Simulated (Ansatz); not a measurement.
# HfO2 (P2₁2₁2, No. 18, 12 atoms in the cell; start mp-1224381; a measured phase of this formula has another space group)

The numbers are results of r²SCAN in Ansatz (plane waves, PAW), not measurements.

Numerical settings: plane-wave cutoff 560 eV, 8×8×8 k mesh, Fermi–Dirac smearing 0.01 eV, scalar-relativistic PAW data made under PBE.

Cell (relaxed at this level):

Space group P2₁2₁2 (No. 18); a = 5.0089 Å, b = 5.2495 Å, c = 4.9579 Å, α = β = γ = 90.00°

| atom | site | symmetry | x | y | z |
|---|---|---|---|---|---|
| Hf | 4c | 1 | 0.7659 | 0.2181 | 0.2718 |
| O | 2a | ..2 | 0.0000 | 0.0000 | 0.5662 |
| O | 2b | ..2 | 0.0000 | 0.5000 | 0.4678 |
| O | 4c | 1 | 0.2169 | 0.1449 | 0.1014 |

```json
{
  "band_gap": "4.72 eV",
  "direct gap at Γ": "4.88 eV"
}
```

Spin–orbit coupling is not included.

Cost on a shared machine: around 4 core-minutes (rough).

A start named mp-… is a Materials Project structure, which need not be a measured phase.

Ansatz is a quantum-chemistry and plane-wave program.
